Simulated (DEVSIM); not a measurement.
Device: illuminated Si p-on-n cell, one wavelength, at 400 K.

Layer 1 from the left is Si, thickness (μm) 0.100, Na (cm⁻³) 1e19, τn (s) 1.4e-6, τp (s) 3.6e-7, absorption coefficient (cm⁻¹) 100. Layer 2 from the left is Si, thickness (μm) 38.0, Nd (cm⁻³) 1.7e17, τn (s) 1.7e-5, τp (s) 1.7e-5, absorption coefficient (cm⁻¹) 100.

Left contact: ohmic, minority electron recombination velocity 30 cm/s. Right contact: ohmic, minority hole recombination velocity 200 cm/s. Voltage is applied to the left contact. Recombination: SRH at mid-gap, radiative. Light enters at the left, 5.7e17 photons cm⁻² s⁻¹, one pass, no reflection. Mobility is μmin + (μ − μmin)/(1 + (N/Nref)^α).

Constants are typed, rounded textbook-type inputs, not results; the design itself was drawn at random and stands for no fabricated device. Values at 300 K; Nc and Nv go as T^1.5, mobilities as T to minus their exponent, the gap by Varshni's rule with the affinity fixed.

Si: gap (eV) 1.124, affinity (eV) 4.05, permittivity 11.7, Nc (cm⁻³) 2.86e19, Nv (cm⁻³) 3.1e19, μn (cm²/Vs) 1417, μp (cm²/Vs) 470, μn,min 52, μp,min 45, Nref,n 9.7e16, Nref,p 2.2e17, αn 0.68, αp 0.72, T exponent of μn 2.3, T exponent of μp 2.2, B (cm³/s) 4.7e-15, Varshni α (eV/K) 0.000473, Varshni β (K) 636.

Simulated with DEVSIM: 1D drift-diffusion, Boltzmann statistics, complete ionisation; no tunnelling, impact ionisation, image-force lowering or self-heating.

Problem. What does the simulation give for the dark forward voltage at 1 A/cm², the share of generated pairs collected at short circuit, the fill factor?

Solution. dark forward voltage at 1 A/cm² 0.635 V; share of generated pairs collected at short circuit 0.903; fill factor 0.76.
